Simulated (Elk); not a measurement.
Band structure of Ge (Fd-3m, 2 atoms in the cell).

```xyz
2
Lattice="0.0000 2.8511 2.8511 2.8511 0.0000 2.8511 2.8511 2.8511 0.0000" Properties=species:S:1:pos:R:3 pbc="T T T"
Ge     0.0000     0.0000     0.0000
Ge     1.4255     1.4255     1.4255
```

Method: PBE, all-electron FP-LAPW, Elk's shipped species files, default APW+lo basis in Elk.

Settings: xctype = 20; swidth = 0.000367493 Ha; ngridk = 5 5 5; rmtscf = 0.91; maxscl = 100.

The starting cell has typed, rounded lattice constants, without a prior relaxation at this level. Its lattice was rescaled by a random factor within 2.5 % of one. Values depend on the basis (sphere radii, cutoffs, local orbitals), which need not be converged.

Levels in eV from the Fermi level, bands 11 to 18:
| point | 11 | 12 | 13 | 14 | 15 | 16 | 17 | 18 |
|---|---|---|---|---|---|---|---|---|
| Γ | -12.60 | -0.19 | -0.01 | -0.01 | -0.01 | 2.51 | 2.51 | 2.51 |
| X | -8.81 | -8.81 | -3.00 | -3.00 | 0.78 | 0.78 | 9.30 | 9.30 |
| W | -8.72 | -8.72 | -3.80 | -3.80 | 4.22 | 4.22 | 4.71 | 4.71 |
| K | -9.28 | -8.23 | -4.22 | -2.58 | 1.17 | 4.03 | 7.06 | 7.24 |
| L | -10.57 | -7.50 | -1.38 | -1.38 | 0.11 | 3.71 | 3.71 | 7.16 |
| U | -9.28 | -8.23 | -4.22 | -2.58 | 1.17 | 4.03 | 7.06 | 7.24 |

No band crosses the Fermi level by more than 0.03 eV along this path.
